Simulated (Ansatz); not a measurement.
Worked calculations on one periodic cell of amorphous In$_{24}$P$_{24}$: In24P24, 48 atoms, volume 1260.6 Å³, made by a melt-quench on the CHGNet potential and relaxed with DFT. It is a model cell: composition and starting density were chosen by hand, and all elements were melted together. Computed with PBE, scalar-relativistic without spin-orbit coupling (plane waves to 420 eV, PAW; Ansatz, a quantum-chemistry and plane-wave program). Sampling: a 2×2×2 Γ-centred mesh; Fermi-Dirac width 0.05 eV; no spin polarisation. Its volume was held where the quench left it, its shape was free, and it stands at a mean pressure of -0.9 GPa with stress components up to 1.0 GPa; the relaxation ran on one k-point at (1/4, 1/4, 1/4). Its density went from a set 4.61 to 4.61 g/cm³. The cell is small and was quenched far faster than a real film, so it is one sample of the glass.

Total energies at the same level (extrapolated to zero smearing): the glass cell -152481.831 eV at -0.9 GPa; zinc-blende InP, relaxed, -6354.0078 eV for 2 atoms.

### Question
How much energy would crystallisation to that phase release at 0 K?

### Answer
Per atom: -152481.831/48 − (-6354.0078/2) = -3176.7048 − (-3177.0039) = +0.2991 eV. A formula unit has 2 atoms, so this is 2 × 0.2991 = 0.598 eV, or 58 kJ/mol (1 eV = 96.485 kJ/mol). Read it as an upper bound for a slowly cooled glass; no measured value is set beside it.

The cell was scaled and its atoms relaxed again at each volume (one k-point at (1/4, 1/4, 1/4)): 1185.0 Å³, 0.88 GPa; 1260.6 Å³, -1.13 GPa; 1336.3 Å³, -2.44 GPa.

### Question
Estimate the bulk modulus over this range from B = −dP/d ln V.

### Answer
Between the ends: −(-2.44 − 0.88) / ln(1336.3/1185.0) = 28 GPa, a mean over the range at 0 K with the atoms relaxed.
